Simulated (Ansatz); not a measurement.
**Response to strain in ZnS**

Take ZnS in the wurtzite structure (space group P6_3mc, No. 186) as the base.

```
ZnS
1.0
    3.80703     0.00000     0.00000
   -1.90352     3.29699     0.00000
    0.00000     0.00000     6.24624
Zn S
2 2
Direct
  0.66667   0.33333   0.99975
  0.33333   0.66667   0.49975
  0.66667   0.33333   0.62545
  0.33333   0.66667   0.12545
```

Cartesian axes are those of the cell as printed.

Strains are applied to the cell and any free atomic positions relax; under biaxial strain the out-of-plane vector relaxes too; under stress the whole cell relaxes.

Method: Ansatz (an electronic-structure program) r2SCAN, no SOC, earlier PAW set.

```json
[
 {"change": "base", "shortest interatomic distance": "2.334 Å", "band gap": "2.77 eV", "electron mass": "0.18 mₑ along c, 0.21 mₑ across (at Γ)"},
 {"change": "biaxial strain −1.02 %, plane normal [001], relaxed out of plane", "shortest interatomic distance": "2.321 Å", "band gap": "2.78 eV", "electron mass": "0.17 mₑ out of plane, 0.21 mₑ in plane (at Γ)"},
 {"change": "biaxial strain +3.88 %, plane normal [001], relaxed out of plane", "shortest interatomic distance": "2.349 Å", "band gap": "2.46 eV", "electron mass": "?"},
 {"change": "isotropic strain −0.85 %", "shortest interatomic distance": "2.315 Å", "band gap": "2.89 eV", "electron mass": "0.18 mₑ along c, 0.21 mₑ across (at Γ)"},
 {"change": "uniaxial stress, 2 GPa compression along z", "shortest interatomic distance": "2.324 Å", "band gap": "2.85 eV", "electron mass": "?"}
]
```

Task: Some entries are withheld; estimate them.

Result: 
- biaxial strain +3.88 %, plane normal [001], relaxed out of plane, electron mass: 0.19 mₑ (at Γ)
- uniaxial stress, 2 GPa compression along z, electron mass: 0.19 mₑ along z, 0.20 mₑ across (at Γ)

Effective masses come from finite differences of ±0.01 Å⁻¹. Stability under load was not tested beyond the relaxation.
